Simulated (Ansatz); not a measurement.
System: fluorite AuAl2. Method: PBE0 (Ansatz, a first-principles code, plane waves, PAW).

Settings: plane-wave cutoff 460 eV, 8×8×8 k mesh, Fermi–Dirac smearing 0.05 eV, scalar-relativistic PAW data made under PBE.

The volume scan:

```csv
V (Å³/atom),E − E_lowest (meV/atom),P (GPa)
17.199,18.49,6.83
17.652,4.43,3.20
18.171,0.00,-0.38
18.557,3.74,-2.68
19.009,14.73,-5.04
```

Estimate the bulk modulus from the pressures at 17.652 and 18.557 Å³/atom, and compare it with a fit to all energies.

B = −V dP/dV. Between V = 17.652 and 18.557 Å³/atom, dP/dV = (-2.68 − (3.20))/(18.557 − 17.652) = -6.50 GPa per Å³/atom; at the midpoint 18.105 Å³/atom this gives B ≈ 118 GPa. The third-order Birch–Murnaghan fit gives V0 = 18.112 Å³/atom, B0 = 117 GPa, B′ = 4.7, which lies within 1 % of that estimate.

Spin–orbit coupling is not included; it can shift volumes and moduli of such heavy elements.
